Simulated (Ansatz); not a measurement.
## Pressure series in NbP

Base system: NbP (space group I4_1md, No. 109; a = 3.347 Å, c = 11.427 Å).

Cell and atoms are relaxed at each pressure.

Computed with PBE (Ansatz, a first-principles code; PAW; 420 eV plane waves; spin-orbit coupling left out).

```json
[
 {"pressure (GPa)": "0", "volume per atom (Å³/atom)": "16.002"},
 {"pressure (GPa)": "3", "volume per atom (Å³/atom)": "15.755"},
 {"pressure (GPa)": "7", "volume per atom (Å³/atom)": "15.453"},
 {"pressure (GPa)": "15", "volume per atom (Å³/atom)": "14.925"},
 {"pressure (GPa)": "30", "volume per atom (Å³/atom)": "?"},
 {"pressure (GPa)": "50", "volume per atom (Å³/atom)": "13.310"},
 {"pressure (GPa)": "75", "volume per atom (Å³/atom)": "12.523"},
 {"pressure (GPa)": "100", "volume per atom (Å³/atom)": "11.899"}
]
```

### Question
Fit the third-order Birch–Murnaghan form P(V) = (3B₀/2)[(V₀/V)^(7/3) − (V₀/V)^(5/3)]·[1 + (3/4)(B₀′ − 4)((V₀/V)^(2/3) − 1)] (squares taken in P) to the rows shown and predict the withheld row.

### Answer
Least squares on the printed values gives V₀ = 15.997 Å³/atom, B₀ = 190 GPa, B₀′ = 3.9; this predicts 14.131 Å³/atom, and the run gives 14.128 Å³/atom, 0.003 lower.

Load acts through the strain it causes; cell and atoms are relaxed under it. Stability against distortions was not tested. No other phases were tried under pressure. All final runs are without spin polarisation.
